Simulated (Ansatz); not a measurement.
Base system: HgSe in the zinc blende structure (space group F-43m, No. 216; a = 6.0630 Å). Axes: x, y, z lie along the cube axes.

All numbers come from LDA (Ansatz, a program for electronic structure, PAW, no spin-orbit coupling).

Strains are applied to the cell and any free atomic positions relax; under biaxial strain the out-of-plane vector relaxes too.

One change was made to it. Results:

The energy grows by 0.7 meV/atom; the pressure (mean of the normal stresses, compression positive) goes from zero to -0.3 GPa; the volume per atom goes up by 0.12 Å³ (27.86 Å³ → 27.98 Å³).

Problem. What was done to the base?
A. biaxial strain −0.50 %, plane normal [001], relaxed out of plane
B. biaxial strain +1.00 %, plane normal [001], relaxed out of plane
C. biaxial strain +3.00 %, plane normal [001], relaxed out of plane

Solution. B, biaxial strain +1.00 %, plane normal [001], relaxed out of plane. For comparison, the volume per atom in the other runs: biaxial strain +3.00 %, plane normal [001], relaxed out of plane gives 28.15 Å³; biaxial strain −0.50 %, plane normal [001], relaxed out of plane gives 27.80 Å³.

The mesh was chosen for an insulator and is coarse for the gapless case. Stability against distortions was not tested. All final runs are without spin polarisation. Gaps under 0.05 eV, about the width of the smearing, are given as zero.
